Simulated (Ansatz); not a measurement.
System: interstitial H in bixbyite In2O3 (charge state +1). Computed with PBE, PAW (plane waves to 420 eV; Ansatz, an electronic-structure program).

Settings: 80 host sites, the relaxed PBE lattice, one k-point at (0.250, 0.250, 0.250), smearing 0.01 eV, spin-restricted, no image-charge correction. No zero-point or tunnelling terms. The charge state is imposed; whether it is stable for some Fermi level was not computed. Sites that were not tried may lie lower. The start lies 0.64 eV above the lowest site run (PBE).

Barriers: single points on a 2×2×2 k-point mesh shifted by half a step at the bands' geometries.

Relaxed starting cell (atoms counted from 1):

```
CELL_PARAMETERS angstrom
     10.28967     0.00000     0.00000
      0.00000    10.28967     0.00000
      0.00000     0.00000    10.28967
ATOMIC_POSITIONS crystal
  In 0.74800 0.25108 0.25096
  In 0.24958 0.24865 0.24808
  In 0.24746 0.74901 0.24880
  In 0.25058 0.24804 0.74973
  In 0.00635 0.24039 0.45939
  In 0.02991 0.49890 0.25198
  In 0.46491 0.49936 0.74986
  In 0.25097 0.03081 0.50001
  In 0.72818 0.47707 0.49072
  In 0.99953 0.75080 0.03595
  In 0.03307 0.99742 0.74920
  In 0.24984 0.46652 0.00125
  In 0.46476 0.00030 0.24762
  In 0.74874 0.03454 0.99911
  In 0.49903 0.24946 0.03297
  In 0.49457 0.75393 0.46503
  O  0.34476 0.61734 0.88923
  O  0.10668 0.34499 0.12015
  O  0.88760 0.15537 0.11761
  O  0.60976 0.15476 0.88204
  O  0.39082 0.34500 0.88072
  O  0.11935 0.10518 0.34162
  O  0.87755 0.39145 0.35904
  O  0.34687 0.38122 0.60989
  O  0.11266 0.14979 0.61587
  O  0.37990 0.38883 0.15193
  O  0.60235 0.34818 0.37869
  O  0.92050 0.34231 0.62640
  O  0.38851 0.15316 0.38129
  O  0.61687 0.11167 0.15392
  O  0.37821 0.60973 0.34409
  O  0.61600 0.89302 0.34481
  O  0.15339 0.37978 0.38895
  O  0.15341 0.87986 0.60917
  O  0.11614 0.88907 0.15392
  O  0.87929 0.60961 0.15605
  O  0.34458 0.11751 0.10825
  O  0.34331 0.88174 0.38744
  O  0.15328 0.11662 0.88858
  O  0.15131 0.61637 0.11046
  In 0.25041 0.75038 0.74913
  In 0.74732 0.74807 0.74810
  In 0.74743 0.25167 0.75340
  In 0.74680 0.75392 0.24672
  In 0.49812 0.75113 0.96411
  In 0.53446 0.99968 0.74950
  In 0.96441 0.99852 0.24833
  In 0.74726 0.53418 0.00080
  In 0.24905 0.96541 0.99895
  In 0.49889 0.24736 0.53233
  In 0.52717 0.50319 0.24364
  In 0.74944 0.96560 0.49935
  In 0.97483 0.50977 0.76842
  In 0.24928 0.53178 0.49947
  In 0.99878 0.74735 0.53267
  In 0.00035 0.24825 0.96714
  O  0.84574 0.11770 0.38894
  O  0.60952 0.84534 0.61602
  O  0.38924 0.65322 0.61627
  O  0.10847 0.65182 0.38310
  O  0.88761 0.84444 0.38182
  O  0.61688 0.60924 0.84345
  O  0.38178 0.89015 0.84402
  O  0.84419 0.88334 0.10873
  O  0.60807 0.65596 0.11472
  O  0.88145 0.88417 0.65386
  O  0.10922 0.84423 0.88209
  O  0.38779 0.84518 0.11657
  O  0.88644 0.65865 0.88529
  O  0.11730 0.60995 0.65604
  O  0.88186 0.11225 0.84243
  O  0.12053 0.38851 0.85016
  O  0.65414 0.88244 0.88825
  O  0.65314 0.38324 0.11062
  O  0.62250 0.38994 0.65142
  O  0.38409 0.10917 0.65353
  O  0.84654 0.60402 0.60978
  O  0.84589 0.38428 0.88862
  O  0.64554 0.62549 0.38350
  O  0.65766 0.11985 0.61023
  H  0.91251 0.42146 0.57410
```
Cell charge +1.

End state 1 differs by these moves (Å; atoms that move under 0.08 Å are left out):

```json
[
 {"atom": "5", "element": "In", "Δx": "0.01", "Δy": "-0.11", "Δz": "0.17"},
 {"atom": "6", "element": "In", "Δx": "0.09", "Δy": "0.09", "Δz": "-0.13"},
 {"atom": "9", "element": "In", "Δx": "0.01", "Δy": "-0.01", "Δz": "0.19"},
 {"atom": "23", "element": "O", "Δx": "-0.06", "Δy": "0.31", "Δz": "-0.18"},
 {"atom": "25", "element": "O", "Δx": "0.02", "Δy": "-0.03", "Δz": "0.09"},
 {"atom": "27", "element": "O", "Δx": "0.07", "Δy": "-0.01", "Δz": "0.05"},
 {"atom": "28", "element": "O", "Δx": "-0.33", "Δy": "0.06", "Δz": "-0.24"},
 {"atom": "33", "element": "O", "Δx": "-0.15", "Δy": "-0.01", "Δz": "0.02"},
 {"atom": "36", "element": "O", "Δx": "0.03", "Δy": "0.04", "Δz": "-0.07"},
 {"atom": "40", "element": "O", "Δx": "0.05", "Δy": "0.04", "Δz": "-0.06"},
 {"atom": "53", "element": "In", "Δx": "-0.10", "Δy": "-0.10", "Δz": "-0.23"},
 {"atom": "69", "element": "O", "Δx": "0.02", "Δy": "-0.04", "Δz": "-0.06"},
 {"atom": "72", "element": "O", "Δx": "-0.04", "Δy": "0.00", "Δz": "-0.07"},
 {"atom": "75", "element": "O", "Δx": "-0.10", "Δy": "-0.02", "Δz": "0.07"},
 {"atom": "77", "element": "O", "Δx": "-0.05", "Δy": "0.15", "Δz": "-0.01"},
 {"atom": "81", "element": "H", "Δx": "0.12", "Δy": "-0.08", "Δz": "-1.58"}
]
```

Q: What forward and backward barriers to end state 1 does PBE, PAW give?

A: forward 0.36 eV, backward 0.36 eV; at the saddle point atom 81 has neighbours In at 2.05, In at 2.07; O at 1.22, O at 1.25 Å. The saddle point's order was not checked.
